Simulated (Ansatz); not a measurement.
Structures of equal composition on the (000-1) surface of 4H silicon carbide (C plane on top): (√3x√3)R30° In adatom at H3; (√3x√3)R30° In adatom at T4. The slabs share one bottom face, and each structure is named by its start. These are constructed structures in small cells; real faces may alloy, dewet or reconstruct in larger ones, and not all known structures of the face are among them. Slabs of about 11 Å with all that they carry, Fermi-Dirac smearing of 0.025 eV. Bottom of the slabs: H caps. Relaxed from the named starts with such symmetry as they have, on meshes of like density; energies extrapolated to zero smearing; no spin-orbit coupling, no U. Spin-polarised runs, if any, are marked in brackets, and their order is one that fits the cell; the others ran without spin. Where a second, spin-polarised start was run, the lower counts.

Host crystal: 4H silicon carbide, with a band gap (PBE, scalar-relativistic without spin-orbit coupling).

Computed with r2SCAN, at the PBE geometry (plane waves to 500 eV, PAW; Ansatz, an electronic-structure program).

**Question.** Order them by energy per 1x1 cell (lowest first) at the level r2SCAN, at the PBE geometry.

**Answer.** (√3x√3)R30° In adatom at H3 (0.000 eV, gap 0.72 eV on the mesh), (√3x√3)R30° In adatom at T4 (0.144 eV, gap 0.55 eV on the mesh)
